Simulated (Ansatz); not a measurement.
Au, response to strain

Base system: Au in the fcc (Cu type) structure (space group Fm-3m, No. 225; a = 4.125 Å; relaxed with 0.1 eV smearing). Axes: x, y, z lie along the cube axes.

Strains are applied to the cell and any free atomic positions relax; under biaxial strain the out-of-plane vector relaxes too.

The values are results of DFT with r2SCAN, PAW potentials and a 500 eV plane-wave cutoff in Ansatz (an electronic-structure program), without spin-orbit coupling, not measurements.

Candidates:
(a) isotropic strain +5.51 %
(b) uniaxial strain ε_zz = −1.00 %
(c) biaxial strain −3.74 %, plane normal [001], relaxed out of plane

Notes on the quantities. energy relative to the base: free energy F.

Order them by energy relative to the base, highest first.

(a) isotropic strain +5.51 % (+176 meV/atom), (c) biaxial strain −3.74 %, plane normal [001], relaxed out of plane (+13 meV/atom), (b) uniaxial strain ε_zz = −1.00 % (+0.9 meV/atom)

Stability against distortions was not tested.
